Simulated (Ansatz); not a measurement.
A constructed model of the (100) surface of fcc Pt, a pseudomorphic layer of Zn in the host's stacking (bottom of the slab: a bare face, its two planes held)

All values below come from PBE (plane waves to 420 eV, PAW; Ansatz, an electronic-structure program).

Slab: 7 atoms, 11.8 Å thick at the start; k 13x13x1, smearing 0.1 eV, dipole-corrected; 2 atoms held, the rest relaxed; start symmetry kept, larger cells not searched; no spin, no spin-orbit, no U. It is one candidate, not shown to be the stable structure of the face.

```
Quantity                                            Result
-----------------------------  ---------------------------
work function of the top face                      3.85 eV
energy released by relaxation                     0.057 eV
cost                           very roughly 4 core-minutes
```
